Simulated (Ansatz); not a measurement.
Base system: SiC (space group P6_3mc, No. 186).

```
CELL_PARAMETERS angstrom
      3.07807     0.00000     0.00000
     -1.53903     2.66569     0.00000
      0.00000     0.00000    10.07616
ATOMIC_POSITIONS crystal
  Si 0.00000 0.00000 0.00032
  Si 0.00000 0.00000 0.50032
  Si 0.66667 0.33333 0.75024
  Si 0.33333 0.66667 0.25024
  C  0.00000 0.00000 0.81286
  C  0.00000 0.00000 0.31286
  C  0.66667 0.33333 0.56221
  C  0.33333 0.66667 0.06221
```

All numbers come from PBEsol (Ansatz, a program for electronic structure; PAW; 420 eV plane waves; no SOC).

Base values:

| Property | Result |
|---|---|
| Smallest direct gap | 3.24 eV |
| Volume per atom | 10.33 Å³ |
| Band gap | 2.12 eV |

Modification: hydrostatic tension (pressure −1 GPa).

**Question.** Estimate the effect on the smallest direct gap, volume per atom and band gap.

**Answer.** The smallest direct gap is still 3.24 eV; the volume per atom increases by 0.05 Å³ to 10.38 Å³; the band gap stays 2.12 eV.

Load acts through the strain it causes; cell and atoms are relaxed under it. Whether these cells are dynamically stable was not tested.
